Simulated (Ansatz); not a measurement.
## Zr, response to strain

The parent structure is Zr in the hcp (Mg type) structure (space group P6_3/mmc, No. 194; a = 3.144 Å, c = 5.093 Å; relaxed with 0.1 eV smearing). Axes: x lies along a and z along c of the hexagonal cell.

Strains are applied to the cell and any free atomic positions relax.

Computed with LDA (Ansatz, a first-principles code), spin-orbit coupling left out.

Notes on the quantities. energy relative to the base: free energy F.

```
change                       energy relative to the base  shortest interatomic distance
---------------------------  ---------------------------  -----------------------------
base                                          0 meV/atom                       312.7 pm
tensor shear ε_xz = +1.43 %                            ?                              ?
tensor shear ε_xz = +0.29 %                 0.0 meV/atom                       312.0 pm
tensor shear ε_xz = +0.86 %                +0.4 meV/atom                       310.5 pm
tensor shear ε_xz = +2.00 %                            ?                              ?
tensor shear ε_xz = +1.71 %                +1.4 meV/atom                       308.5 pm
tensor shear ε_xz = +1.14 %                +0.6 meV/atom                       309.8 pm
tensor shear ε_xz = +0.57 %                +0.2 meV/atom                       311.3 pm
```

**Question.** What belongs in the blanks?

**Answer.** 
- tensor shear ε_xz = +1.43 %, energy relative to the base: +1.0 meV/atom
- tensor shear ε_xz = +1.43 %, shortest interatomic distance: 309.1 pm
- tensor shear ε_xz = +2.00 %, energy relative to the base: +1.9 meV/atom
- tensor shear ε_xz = +2.00 %, shortest interatomic distance: 307.8 pm

No phonon test of stability was made. The final runs are not spin-polarised.
